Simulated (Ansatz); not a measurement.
Take SnO in the litharge type structure (space group P4/nmm, No. 129; a = 3.837 Å, c = 4.759 Å; layered, stacked along the Cartesian z axis) as the base.

Structures relaxed with Kohn–Sham DFT with the PBE-D3(BJ) functional, run in Ansatz (an electronic-structure program) with PAW and 420 eV plane waves, no spin-orbit coupling.

Base:

Simulated powder pattern, Cu Kα1, λ = 1.54056 Å (kinematic, ideal powder, no thermal factors, no anomalous dispersion; the 8 strongest lines at most, above 2 %, up to 2θ = 90°):

```csv
2θ (°),I/Imax (%),hkl
29.89,100,(101)
32.99,28,(110)
37.78,9.8,(002)
47.34,18,(200)
51.01,28,(112)
57.00,31,(211)
63.40,11,(103)
82.80,10,(213)
```

It is then changed as follows: a hydrostatic pressure of 9 GPa.

After the change:

Simulated powder pattern, Cu Kα1, λ = 1.54056 Å (kinematic, ideal powder, no thermal factors, no anomalous dispersion; the 8 strongest lines at most, above 2 %, up to 2θ = 90°):

| 2θ (°) | I/Imax (%) | hkl |
|---|---|---|
| 31.69 | 100 | (101) |
| 34.04 | 31 | (110) |
| 48.91 | 19 | (200) |
| 54.90 | 25 | (112) |
| 59.46 | 32 | (211) |
| 66.20 | 8.7 | (202) |
| 69.91 | 8.6 | (103) |
| 89.96 | 9.1 | (213) |

The indices refer to the base's conventional cell; one index is shown for lines that coincide.

Load acts through the strain it causes; cell and atoms are relaxed under it. No phonon test of stability was made. Competing high-pressure phases were not computed. All final runs are without spin polarisation.
